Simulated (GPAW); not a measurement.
GPAW run on HfC (Fm-3m, 2 atoms in the cell): self-consistent single point.

Level of theory: LDA (Perdew-Wang 92), GPAW PAW datasets LDA (gpaw-data 1.0.1) (plane waves; GPAW).

```xyz
2
Lattice="0.0000 2.3200 2.3200 2.3200 0.0000 2.3200 2.3200 2.3200 0.0000" Properties=species:S:1:pos:R:3 pbc="T T T"
Hf     0.0000     0.0000     0.0000
C      2.3200     2.3200     2.3200
```

Reference input (self-consistent single point, DFT PBE, plane waves, GPAW PAW datasets PBE (gpaw-data 1.0.1)): mode = pw; ecut = 900 eV; xc = PBE; kpts = 10 10 10; mesh shift (steps) = 0 0 0; occupations.name = fermi-dirac; occupations.width = 0.1 eV; nbands = -10; convergence.density = 1e-05 e/electron; convergence.energy = 1e-05 eV/electron; symmetry.symmorphic = false; symmetry.tolerance = 0.0005. This run's input differs from it in these lines:

```diff
@@ -13,3 +13,3 @@
 calc = GPAW(mode={'name': 'pw', 'ecut': 900},
-            xc='PBE',
+            xc='LDA',
             kpts={'size': (10, 10, 10), 'gamma': True},
```

Its files differ too (potentials: GPAW PAW datasets LDA (gpaw-data 1.0.1)).

The program printed (abridged):

```
     iter     time        total  log10-change:
                         energy   eigst   dens
iter:   1 --:--:--   -22.386232
iter:   2 --:--:--   -21.791489   -2.03  -0.85
iter:   3 --:--:--   -20.476688   -1.59  -0.92
iter:   4 --:--:--   -20.482110   -3.35  -1.43
iter:   5 --:--:--   -20.486395   -2.60  -1.53
iter:   6 --:--:--   -20.487434   -4.29  -2.52
iter:   7 --:--:--   -20.483884   -3.62  -2.37
iter:   8 --:--:--   -20.483891   -5.44  -3.24
iter:   9 --:--:--   -20.483912c  -6.47  -3.35
iter:  10 --:--:--   -20.483879c  -5.53  -3.32
iter:  11 --:--:--   -20.483878c  -6.89  -4.24
iter:  12 --:--:--   -20.483878c  -9.02c -4.81
iter:  13 --:--:--   -20.483878c  -8.52c -4.83
iter:  14 --:--:--   -20.483878c  -8.64c -4.86
iter:  15 --:--:--   -20.483878c  -9.97c -5.08c
Converged after 15 iterations.

Dipole moment: (-0.000000, -0.000000, -0.000000) |e|*Ang

Energy contributions relative to reference atoms: (reference = -410660.131026)

Kinetic:        +17.181112
Potential:      -18.028997
External:        +0.000000
XC:             -19.211805
Entropy (-ST):   -0.010903
Local:           -0.418736
SIC:             +0.000000
--------------------------
Free energy:    -20.489330
Extrapolated:   -20.483878

Showing only first 2 kpts
 Kpt  Band  Eigenvalues  Occupancy
  0     6     11.77084    0.00006
  0     7     11.77084    0.00006
  0     8     12.02818    0.00000
  0     9     12.02818    0.00000

  1     6     10.87395    0.38078
  1     7     10.87395    0.38078
  1     8     11.57973    0.00040
  1     9     13.40160    0.00000

Fermi level: 10.72921

No gap
No difference between direct/indirect transitions
Energy (eV): -20.483878

Forces in eV/Ang:
  0 Hf    0.00000   -0.00000    0.00000
  1 C     0.00000   -0.00000    0.00000

Stress tensor:
     0.061082     0.000000     0.000000
     0.000000     0.061082    -0.000000
     0.000000    -0.000000     0.061082
Stress (GPa, Voigt): [ 9.7863  9.7863  9.7863 -0.      0.      0.    ]
```

The run converged in 15 iterations. GPAW prints stress with tension positive. 

At such cutoffs GPAW's stress carries a finite-basis (Pulay) error, which enters relaxed cells too; its log prints stress with tension positive.

The starting cell has typed, rounded lattice constants, without a prior relaxation at this level.
